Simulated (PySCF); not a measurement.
PySCF 2.14.0, B3LYP/def2-svp, df: Si(F)2(OH)(nBu) (CCCC[Si](O)(F)F), 18 atoms. The geometry is a generated start, not checked to be a minimum at this level.

| Item | Result |
|---|---|
| task | energy |
| method | b3lyp |
| basis | def2-svp |
| two-electron scheme | density fitting |
| mol.max_memory | 3000 MB |
| mf.max_cycle | 100 |
| mf.conv_tol | 1e-09 (default) |
| mf.grids.level | 3 (default) |
| basis functions | 166 |
| grid points | 216344 |

```xyz
18

C     -1.5306     1.1309     0.6057
C     -1.6837    -0.3829     0.5566
C     -0.6038    -1.0840    -0.2673
C      0.8101    -0.9470     0.3270
Si     1.8888     0.4109    -0.3940
O      1.9772     0.2085    -1.9841
F      3.3637     0.3990     0.2476
F      1.4869     1.9325    -0.0782
H     -0.6216     1.4151     1.1259
H     -1.4913     1.5433    -0.3997
H     -2.3736     1.5765     1.1282
H     -2.6565    -0.6278     0.1216
H     -1.6739    -0.7818     1.5749
H     -0.6224    -0.6972    -1.2868
H     -0.8597    -2.1445    -0.3176
H      1.3427    -1.8872     0.1711
H      0.7304    -0.8300     1.4098
H      2.5174     0.7658    -2.5406
```

With the defaults (mf.DIIS = CDIIS, mf.diis = true, mf.init_guess = minao, mf.diis_space = 8, newton = off, mf.damp = 0, mf.diis_start_cycle = 1, mf.level_shift = 0) it converges in 12 Fock builds. One run each on 2 threads, 1 BLAS thread, with these changes:
- mf.init_guess = atom
- mf.diis = false
- mf.DIIS = EDIIS
- mf.init_guess = 1e
- mf.diis_space = 12
- newton = Hessian by the SCF's own integrals
- mf.level_shift = 0.1 Hartree
- mf.damp = 0.7, mf.diis_start_cycle = 8
- mf.init_guess = mod_huckel

Problem. Name the settings that don't reach the solution of the defaults.

Solution. No convergence: mf.DIIS = EDIIS; mf.diis = false (the run ends without SCF convergence in 100 cycles). The rest reach the solution of the defaults.

```csv
setting,Fock builds,end
the defaults,12,same solution
mf.diis_space = 12,12,same solution
mf.level_shift = 0.1 Hartree,12,same solution
mf.init_guess = atom,13,same solution
mf.init_guess = mod_huckel,14,same solution
"mf.damp = 0.7, mf.diis_start_cycle = 8",15,same solution
mf.init_guess = 1e,21,same solution
newton = Hessian by the SCF's own integrals,25,same solution
mf.DIIS = EDIIS,101,no convergence
mf.diis = false,101,no convergence
```

Under newton the count holds the products with the orbital Hessian.
